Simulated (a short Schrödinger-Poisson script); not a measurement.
Solved with a short Schrödinger-Poisson script written for these runs: 1D Poisson equation in equilibrium, electrons quantum, Hartree plus LDA exchange-correlation (BenDaniel-Duke, 40 states a valley, the channel's in-plane mass for all, wave functions free to enter the barrier), parabolic valleys, classical holes, full ionisation, no traps, pinning or gate leakage.

System: gated Al0.4Ga0.6As/GaAs δ-doped gas, at 20 K.

From the gate side: 15 nm Al0.4Ga0.6As; 5 nm Al0.4Ga0.6As; 6000 nm GaAs, acceptors 2e14 cm⁻³.

The device is made up for the run: typed textbook-type constants, with dimensions and the other settings drawn at random. Al0.4Ga0.6As: permittivity 11.76, conduction-band edge (eV) 0.316, gap (eV) 1.923, electron mass (mₑ) 0.1002, Nv at 300 K (cm⁻³) 9e18. GaAs: permittivity 12.9, conduction-band edge (eV) 0, gap (eV) 1.424, Nv at 300 K (cm⁻³) 9e18.

Channel valleys (confinement mass, in-plane density-of-states mass, number): Γ 0.067, 0.067, 1. At the gate the conduction-band edge of layer 1 lies 1.07 eV − eVg above the Fermi level of the channel; the field vanishes at the back. Sheet of ionised δ-doping: +4.2e12 e/cm² at 15 nm from the gate. The barrier under the gate holds no holes. Gaps are held at their typed values at every temperature. Mesh 0.08 nm at interfaces.

### Question
Give the capacitance at Vg = 0.5 V (μF/cm²); the lowest subband against the Fermi level at Vg = 0.5 V (meV); the centroid of the channel electrons at Vg = 0.5 V (nm).

### Answer
capacitance at Vg = 0.5 V (μF/cm²): 0.445; lowest subband against the Fermi level at Vg = 0.5 V (meV): -56.6; centroid of the channel electrons at Vg = 0.5 V (nm): 5.29.
